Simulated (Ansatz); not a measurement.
## rock-salt MgO (0 0 1) on beta Ga2O3 (1 0 0) (film strained to the substrate, started from cuts of the bulks and a machine-learned relaxation)

A periodic stack without vacuum, rock-salt MgO (0 0 1) on beta Ga2O3 (1 0 0) (film strained to the substrate, started from cuts of the bulks and a machine-learned relaxation): substrate slab Ga16O24, film Mg12O12, surface cells [[0, 1], [-1, 0]] and [[-2, 0], [-1, -1]], film strained by -2.3 and +2.5 %, outermost planes GaO/GaO and MgO/MgO as cut, which need not be the usual terminations and can put a slab off its formula.

The start was prepared with a machine-learned potential, and the result is one local minimum, with the in-plane cell held and forces under 0.04 eV/Å; the film can end far from its bulk form.

All values below come from PBE (plane waves to 420 eV, PAW; Ansatz, a first-principles code). No spin–orbit coupling; PBE gaps are too small against experiment. Its k-point mesh 4×7×1, Fermi–Dirac width 0.05 eV.

```
Property                                                                                           Result
--------------------------------------------------------------------------------  -----------------------
interface area                                                                                    18.1 Å²
period                                                                                            37.10 Å
gaps between the outermost planes at the two interfaces                                   1.97 and 1.97 Å
Ga–Mg contacts across the interfaces within 1.22 times the sum of covalent radii           8, mean 3.08 Å
Mg–O contacts across the interfaces within 1.22 times the sum of covalent radii            4, mean 2.10 Å
Ga–O contacts across the interfaces within 1.22 times the sum of covalent radii            2, mean 2.06 Å
spin-polarised check at this geometry                                             falls back to no moment
```

```yaml
crystal:
  lattice:
    - [5.87727, 0.00001, -0.00058]
    - [-0.00001, 3.08214, -0.09276]
    - [-0.00381, -1.91736, 37.17606]
  atoms:
    - { symbol: Ga, position: [0.85726, 0.98357, 0.27482] }
    - { symbol: Ga, position: [0.60798, 0.26144, 0.05357] }
    - { symbol: Ga, position: [0.34237, 0.50620, 0.29731] }
    - { symbol: Ga, position: [0.10677, 0.73659, 0.02950] }
    - { symbol: O, position: [0.13492, 0.00757, 0.29883] }
    - { symbol: O, position: [0.33393, 0.23468, 0.02738] }
    - { symbol: O, position: [0.58512, 0.01137, 0.30225] }
    - { symbol: O, position: [0.88071, 0.23434, 0.02703] }
    - { symbol: O, position: [0.61202, 0.78894, 0.08139] }
    - { symbol: O, position: [0.84894, 0.45583, 0.24677] }
    - { symbol: Ga, position: [0.10755, 0.31872, 0.11126] }
    - { symbol: Ga, position: [0.35808, 0.92540, 0.21627] }
    - { symbol: Ga, position: [0.59127, 0.84225, 0.13437] }
    - { symbol: Ga, position: [0.87363, 0.40267, 0.19372] }
    - { symbol: O, position: [0.38377, 0.34353, 0.13589] }
    - { symbol: O, position: [0.08054, 0.90137, 0.19224] }
    - { symbol: O, position: [0.83549, 0.34726, 0.13887] }
    - { symbol: O, position: [0.63044, 0.89714, 0.18885] }
    - { symbol: O, position: [0.36658, 0.45304, 0.24427] }
    - { symbol: O, position: [0.10329, 0.79086, 0.08309] }
    - { symbol: Ga, position: [0.35648, 0.30827, 0.60070] }
    - { symbol: Ga, position: [0.10745, 0.58864, 0.37950] }
    - { symbol: Ga, position: [0.85766, 0.83238, 0.62477] }
    - { symbol: Ga, position: [0.62242, 0.06618, 0.35701] }
    - { symbol: O, position: [0.63050, 0.33445, 0.62689] }
    - { symbol: O, position: [0.82990, 0.56471, 0.35544] }
    - { symbol: O, position: [0.08373, 0.33483, 0.62724] }
    - { symbol: O, position: [0.37962, 0.56085, 0.35205] }
    - { symbol: O, position: [0.11578, 0.11630, 0.40753] }
    - { symbol: O, position: [0.35242, 0.78082, 0.57288] }
    - { symbol: Ga, position: [0.60657, 0.64657, 0.43805] }
    - { symbol: Ga, position: [0.85703, 0.25126, 0.54303] }
    - { symbol: Ga, position: [0.09103, 0.16903, 0.46060] }
    - { symbol: Ga, position: [0.37343, 0.72821, 0.51992] }
    - { symbol: O, position: [0.88416, 0.67042, 0.46204] }
    - { symbol: O, position: [0.58089, 0.22674, 0.51837] }
    - { symbol: O, position: [0.33419, 0.67407, 0.46544] }
    - { symbol: O, position: [0.12913, 0.22357, 0.51542] }
    - { symbol: O, position: [0.86119, 0.77906, 0.57119] }
    - { symbol: O, position: [0.59814, 0.11891, 0.41003] }
    - { symbol: Mg, position: [0.85686, 0.94836, 0.74124] }
    - { symbol: Mg, position: [0.35719, 0.94839, 0.74128] }
    - { symbol: Mg, position: [0.11872, 0.39096, 0.68349] }
    - { symbol: Mg, position: [0.59517, 0.39085, 0.68338] }
    - { symbol: Mg, position: [0.85796, 0.06247, 0.85579] }
    - { symbol: Mg, position: [0.35651, 0.06243, 0.85574] }
    - { symbol: Mg, position: [0.10643, 0.50529, 0.79843] }
    - { symbol: Mg, position: [0.60780, 0.50533, 0.79847] }
    - { symbol: Mg, position: [0.84569, 0.17720, 0.97077] }
    - { symbol: Mg, position: [0.36917, 0.17731, 0.97087] }
    - { symbol: Mg, position: [0.10749, 0.61963, 0.91300] }
    - { symbol: Mg, position: [0.60717, 0.61944, 0.91293] }
    - { symbol: O, position: [0.10267, 0.44825, 0.74113] }
    - { symbol: O, position: [0.61134, 0.44825, 0.74112] }
    - { symbol: O, position: [0.85666, 0.88752, 0.68030] }
    - { symbol: O, position: [0.35700, 0.89374, 0.68622] }
    - { symbol: O, position: [0.10745, 0.56232, 0.85559] }
    - { symbol: O, position: [0.60702, 0.56261, 0.85594] }
    - { symbol: O, position: [0.85690, 0.00555, 0.79868] }
    - { symbol: O, position: [0.35733, 0.00520, 0.79833] }
    - { symbol: O, position: [0.10773, 0.68110, 0.97398] }
    - { symbol: O, position: [0.60740, 0.67442, 0.96806] }
    - { symbol: O, position: [0.86168, 0.11976, 0.91314] }
    - { symbol: O, position: [0.35304, 0.11977, 0.91315] }
```
